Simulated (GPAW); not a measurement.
Worked example: self-consistent single point of GaSb (F-43m, 2 atoms in the cell) in GPAW

Method: PBE, GPAW PAW datasets PBE (gpaw-data 1.0.1) (plane waves; GPAW).

Input as run:

```python
from ase import Atoms
from ase.units import GPa
from gpaw import GPAW

atoms = Atoms(['Ga', 'Sb'],
              cell=[[0.000000, 3.055717, 3.055717],
                    [3.055717, 0.000000, 3.055717],
                    [3.055717, 3.055717, 0.000000]],
              positions=[[0.000000, 0.000000, 0.000000],
                         [4.583576, 4.583576, 4.583576]],
              pbc=True)

calc = GPAW(mode={'name': 'pw', 'ecut': 550},
            xc='PBE',
            kpts=(9, 9, 9),
            occupations={'name': 'methfessel-paxton', 'width': 0.1, 'order': 0},
            nbands=-8,
            convergence={'density': 1e-05, 'energy': 1e-05},
            symmetry={'symmorphic': False, 'tolerance': 0.0005},
            maxiter=150,
            txt='-')

atoms.calc = calc

energy = atoms.get_potential_energy()
print('Energy (eV):', round(energy, 6))
forces = atoms.get_forces()
print('Forces (eV/Ang):')
print(forces.round(5))
stress = atoms.get_stress()
print('Stress (GPa, Voigt):', (stress / GPa).round(4))
```

Output, abridged:

```
Input parameters:
  convergence: {density: 1e-05,
                energy: 1e-05}
  kpts: [9 9 9]
  maxiter: 150
  mode: {ecut: 550,
         name: pw}
  nbands: -8
  occupations: {name: methfessel-paxton,
                order: 0,
                width: 0.1}
  symmetry: {symmorphic: False,
             tolerance: 0.0005}
  xc: PBE

species:
  Ga:
    name: Gallium
    Z: 31.0
    valence: 3
    core: 28
    charge: 0.0
    file: Ga.PBE.gz

    # Using partial waves for Ga as LCAO basis

  Sb:
    name: Antimony
    Z: 51.0
    valence: 15
    core: 36
    charge: 0.0
    file: Sb.PBE.gz

    # Using partial waves for Sb as LCAO basis

Reference energy: -229166.229777  # eV

Spin-paired calculation

Convergence criteria:
 Maximum [total energy] change in last 3 cyles: 1e-05 eV / valence electron
 Maximum integral of absolute [dens]ity change: 1e-05 electrons / valence electron
 Maximum integral of absolute [eigenst]ate change: 4e-08 eV^2 / valence electron
 Maximum number of scf [iter]ations: 150

Symmetries present (total): 24
Symmetries with fractional translations: 0
729 k-points: 9 x 9 x 9 Monkhorst-Pack grid
35 k-points in the irreducible part of the Brillouin zone
       k-points in crystal coordinates                weights
   0:     0.00000000    0.00000000    0.00000000          1/729
   1:     0.11111111    0.11111111    0.00000000          6/729
   2:     0.11111111    0.11111111    0.11111111          8/729
   [... 7 lines left out ...]
          ...
  34:     0.44444444    0.44444444    0.44444444          8/729

Wave functions: Plane wave expansion
  Cutoff energy: 550.000 eV
  Number of coefficients (min, max): 1657, 1695
  Pulay-stress correction: 0.000000 eV/Ang^3 (de/decut=0.000000)

Occupation numbers: Methfessel-Paxton:
  width: 0.1000  # eV
  order: 0

Eigensolver

Densities:
  Coarse grid: 24*24*24 grid
  Fine grid: 48*48*48 grid
  Total Charge: 0.000000

Density mixing:
  Method: separate
  Backend: pulay
  Linear mixing parameter: 0.05
  old densities: 5
  Damping of long wavelength oscillations: 50

Hamiltonian:
  XC and Coulomb potentials evaluated on a 48*48*48 grid
  External potential:
    NoExternalPotential

XC parameters: PBE with 2 nearest neighbor stencil

Number of atoms: 2
Number of atomic orbitals: 13
Number of bands in calculation: 17
Number of valence electrons: 18
Bands to converge: occupied

Density initialized from atomic densities
  13 bands from LCAO basis set
  4 bands from random numbers

Atomic positions and initial magnetic moments

Positions:
   0 Ga     0.000000    0.000000    0.000000    ( 0.0000,  0.0000,  0.0000)
   1 Sb     4.583576    4.583576    4.583576    ( 0.0000,  0.0000,  0.0000)

Unit cell:
           periodic     x           y           z      points  spacing
  1. axis:    yes    0.000000    3.055717    3.055717    24     0.1470
  2. axis:    yes    3.055717    0.000000    3.055717    24     0.1470
  3. axis:    yes    3.055717    3.055717    0.000000    24     0.1470

  Lengths:   4.321436   4.321436   4.321436
  Angles:   60.000000  60.000000  60.000000

Effective grid spacing dv^(1/3) = 0.1604

     iter     time        total  log10-change:
                         energy   eigst   dens
iter:   1 --:--:--    -7.632745
iter:   2 --:--:--    -7.655813   -0.68  -1.27
iter:   3 --:--:--    -7.646169   -1.98  -1.29
iter:   4 --:--:--    -7.648304   -2.79  -2.15
iter:   5 --:--:--    -7.645650   -3.26  -2.11
iter:   6 --:--:--    -7.645038   -4.21  -2.39
iter:   7 --:--:--    -7.644941   -4.90  -2.73
iter:   8 --:--:--    -7.644931c  -6.01  -3.40
iter:   9 --:--:--    -7.644933c  -6.83  -3.69
iter:  10 --:--:--    -7.644936c  -6.45  -3.80
iter:  11 --:--:--    -7.644936c  -7.47c -4.49
iter:  12 --:--:--    -7.644936c  -8.43c -4.78
iter:  13 --:--:--    -7.644936c  -9.24c -4.75
iter:  14 --:--:--    -7.644936c -10.01c -4.80
iter:  15 --:--:--    -7.644936c  -9.87c -4.81
iter:  16 --:--:--    -7.644936c  -9.24c -4.93
iter:  17 --:--:--    -7.644936c -10.37c -5.12c

Converged after 17 iterations.

Dipole moment: (4.572522, 4.572522, 4.572522) |e|*Ang

Energy contributions relative to reference atoms: (reference = -229166.229777)

Kinetic:        +12.814408
Potential:      -11.251901
External:        +0.000000
XC:              -9.400359
Entropy (-ST):   -0.000183
Local:           +0.193008
SIC:             +0.000000
--------------------------
Free energy:     -7.645027
Extrapolated:    -7.644936

Showing only first 2 kpts
 Kpt  Band  Eigenvalues  Occupancy
  0     7      4.91152    1.77415
  0     8      4.91152    1.77415
  0     9      5.02650    0.67819
  0    10      7.73005    0.00000

  1     7      4.34640    2.00000
  1     8      4.34640    2.00000
  1     9      6.56276    0.00000
  1    10      7.41884    0.00000

Fermi level: 4.99716

Gap: 0.115 eV
Transition (v -> c):
  (s=0, k=0, n=8, [0.00, 0.00, 0.00]) -> (s=0, k=0, n=9, [0.00, 0.00, 0.00])
No difference between direct/indirect transitions
Energy (eV): -7.644936

Forces in eV/Ang:
  0 Ga    0.00000   -0.00000    0.00000
  1 Sb   -0.00000    0.00000   -0.00000

Stress tensor:
    -0.015345     0.000000     0.000000
     0.000000    -0.015345     0.000000
     0.000000     0.000000    -0.015345
Stress (GPa, Voigt): [-2.4586 -2.4586 -2.4586  0.      0.      0.    ]
```

The run converged in 17 iterations. GPAW prints stress with tension positive.

The starting cell comes from a database of computed structures (which also holds hypothetical and non-ambient phases and stackings), without a prior relaxation at this level. Its lattice was rescaled by a random factor within 2.5 % of one. Spin-orbit coupling is off. The run gives no clean gap (levels at the Fermi energy touch, overlap or are partly filled at this smearing), which alone does not show that the compound is a metal. The log's line on a gap gives a spacing of levels on this mesh, which the program prints for metals too.
